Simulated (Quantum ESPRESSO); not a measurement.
# Converging the plane-wave cutoff: Li2HfO3 (Cm, 6 atoms in the cell)

```
CELL_PARAMETERS angstrom
      4.80618    -2.09009     0.00000
      4.80618     2.09009     0.00000
     -0.06897     0.00000     3.19758
ATOMIC_POSITIONS crystal
  Li 0.65680 0.65680 0.52283
  Li 0.34331 0.34331 0.49281
  Hf 0.00000 0.00000 0.00000
  O  0.85976 0.85976 0.49067
  O  0.14024 0.14024 0.50933
  O  0.50000 0.50000 0.00000
```

Computed with PBEsol, GBRV 1.5 ultrasoft (PBESOL) pseudopotentials (plane waves; Quantum ESPRESSO 7.5).

Base settings: ecutwfc = 40 Ry; ecutrho = 320 Ry; occupations = smearing; smearing = fd; degauss = 0.00147 Ry; potentials = {Li: li_pbesol_v1.4.uspp.F.UPF, Hf: hf_pbesol_v1.uspp.F.UPF, O: o_pbesol_v1.2.uspp.F.UPF}; K_POINTS = automatic 3 3 3 0 0 0; conv_thr = 1e-09 Ry; mixing_beta = 0.4.

Moved along: ecutrho.

The second cell is the first with its lattice scaled by 0.98.

The mesh stays at the base's, so the ladder's end is converged at best in this setting alone.

Only quantities that move along the ladder and can be compared are tabulated; the gap is left out on so coarse a mesh.

The count of work is k-points × plane waves × bands × iterations; it is no time. 

The starting cell comes from a database of computed structures (which also holds hypothetical and non-ambient phases and stackings), without a prior relaxation at this level. Its lattice was rescaled by up to half a per cent. One atom was moved a little off its site on purpose.

| ecutwfc | free energy less the last step's (meV/atom) | energy of the compressed cell less the first (meV/atom) | pressure (GPa) | largest difference of a force vector from the last step's (eV/Å) | count of work / last |
|---|---|---|---|---|---|
| 14 Ry | 9486.98 | -5.21 | -354.22 | 0.435 | 0.048 |
| 16 Ry | 5584.66 | -17.87 | -248.39 | 0.088 | 0.063 |
| 18 Ry | 3279.72 | -41.04 | -169.29 | 0.187 | 0.082 |
| 20 Ry | 1868.20 | -20.84 | -110.88 | 0.147 | 0.096 |
| 22 Ry | 1017.11 | 19.08 | -69.40 | 0.038 | 0.10 |
| 24 Ry | 548.41 | 14.39 | -42.94 | 0.073 | 0.12 |
| 28 Ry | 157.67 | 9.66 | -16.42 | 0.011 | 0.13 |
| 32 Ry | 46.08 | 10.13 | -6.91 | 0.018 | 0.18 |
| 36 Ry | 16.67 | 9.97 | -3.82 | 0.010 | 0.21 |
| 40 Ry | 10.04 | 9.63 | -2.99 | 0.004 | 0.25 |
| 44 Ry | 8.23 | 9.56 | -2.86 | 0.004 | 0.29 |
| 48 Ry | 6.70 | 9.49 | -2.93 | 0.004 | 0.33 |
| 54 Ry | 4.12 | 9.47 | -2.93 | 0.002 | 0.39 |
| 60 Ry | 2.94 | 9.43 | -2.80 | 0.001 | 0.46 |
| 70 Ry | 2.46 | 9.40 | -2.80 | 0.001 | 0.57 |
| 80 Ry | 1.63 | 9.38 | -2.84 | 0.001 | 0.70 |
| 96 Ry | 0.00 | 9.37 | -2.82 | 0.000 | 1.0 |

Coarsest ecutwfc that holds the pressure within 0.1 GPa of the last step, with all finer ones: 60 Ry; the step before is off by 0.11 GPa.

Coarsest ecutwfc that holds the forces within 0.005 eV/Å of the last step, with all finer ones: 40 Ry, at 0.25 of the last step's count of work; the step before is off by 0.010 eV/Å.

State of the free energy at the end of the ladder: still drifting one way, by 2.5 meV/atom over the last two steps, so the last step is no safe reference.

At the lowest cutoff the pressure lies 351 GPa under the last step's, the usual sign of Pulay stress in an incomplete plane-wave basis.
